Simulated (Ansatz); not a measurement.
Consider Ru-vacancy pair (Ru on one host Cu site, one Cu site vacant) in fcc Cu, neutral cell. Method: PBE, PAW (plane waves to 420 eV; Ansatz, a program for electronic structure).

Cell of 32 host sites held at the relaxed PBE lattice; a 2×2×2 k-point mesh shifted by half a step; Fermi-Dirac width 0.10 eV, spin-restricted; finite-size errors left in. Energies are static. Forms of the defect that were not tried may lie lower. The start lies 0.11 eV above the lowest site run (PBE).

Barriers: single points on a 4×4×4 k-point mesh shifted by half a step at the bands' geometries (they differ from the bands' own by up to 0.10 eV, and are uncertain by about as much).

The step: Ru and the vacancy change places (Ru-vacancy distance between ideal sites 2.57 Å throughout). Atoms about the jump, Cartesian Å from the middle of the jump, before and after:

```csv
atom,x0,y0,z0,x1,y1,z1
Ru1,0.00,-0.87,-0.87,0.00,0.87,0.87
Cu2,-1.82,-0.89,0.92,-1.82,-0.92,0.89
Cu3,1.82,-0.89,0.92,1.82,-0.92,0.89
Cu4,-1.82,0.92,-0.89,-1.82,0.89,-0.92
Cu5,1.82,0.92,-0.89,1.82,0.89,-0.92
Cu6,0.00,0.92,-2.73,0.00,0.88,-2.69
Cu7,0.00,2.69,-0.88,0.00,2.73,-0.92
Cu8,0.00,-2.73,0.92,0.00,-2.69,0.87
Cu9,0.00,-0.87,2.69,0.00,-0.92,2.73
```

### Question
Where do these atoms stand at the saddle point, and how high is it?

### Answer

```json
[
 {"atom": "Ru1", "x": "0.00", "y": "0.00", "z": "-0.01"},
 {"atom": "Cu2", "x": "-2.02", "y": "-0.98", "z": "0.96"},
 {"atom": "Cu3", "x": "2.03", "y": "-0.97", "z": "0.96"},
 {"atom": "Cu4", "x": "-2.03", "y": "0.97", "z": "-0.98"},
 {"atom": "Cu5", "x": "2.03", "y": "0.96", "z": "-0.98"},
 {"atom": "Cu6", "x": "0.00", "y": "0.87", "z": "-2.65"},
 {"atom": "Cu7", "x": "0.00", "y": "2.64", "z": "-0.88"},
 {"atom": "Cu8", "x": "0.00", "y": "-2.64", "z": "0.86"},
 {"atom": "Cu9", "x": "0.00", "y": "-0.87", "z": "2.63"}
]
```
It lies 1.09 eV above the start and 1.09 eV above the end. The saddle point's order was not checked, and it lies on a symmetry element of the cell, where a band can be held.
